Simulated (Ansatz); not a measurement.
The starting structures come from a database of crystals and need not be the phases stable at ambient conditions.

 Where the default PAW files enter, the runs use the earlier of Ansatz's two default sets.

Here is the system:

```
CELL_PARAMETERS angstrom
      5.52233     0.00000     0.00000
      0.00000     5.52233     0.00000
      2.76117    -2.76117     3.92263
ATOMIC_POSITIONS crystal
  Sr 0.25000 0.25000 0.50000
  Sr 0.75000 0.75000 0.50000
  Ti 0.00000 0.00000 0.00000
  Ti 0.50000 0.50000 0.00000
  O  0.22904 0.27096 0.00000
  O  0.77096 0.72904 0.00000
  O  0.72904 0.22904 0.00000
  O  0.27096 0.77096 0.00000
  O  0.25000 0.75000 0.50000
  O  0.75000 0.25000 0.50000
```

Space group of this cell: I4/mcm. The cell is taken as given; by r2SCAN its mean pressure is -0.7 GPa.

Level of theory: r2SCAN (plane waves, PAW; Ansatz, an electronic-structure program).

The current runs along the normal of the first two printed vectors; no spin-orbit coupling. Scaled by the factor s: all lengths (ions clamped). Meshes 8×8×8 and 6×6 across the current in all rows.

```csv
s,mean pressure (GPa),band gap (eV)
0.98,12.1,2.48
1.00,-0.7,2.33
1.02,-10.5,?
```

Q: Take the slope of the band gap against ln s from the two given rows, extrapolate to s = 1.02, and say what the run there gives.

A: Slope = (2.48 − 2.33) / ln 0.98 = -7.42 eV. The line gives 2.33 + (-7.42) × ln 1.02 = 2.18 eV. The run gives 2.18 eV, as the line does.
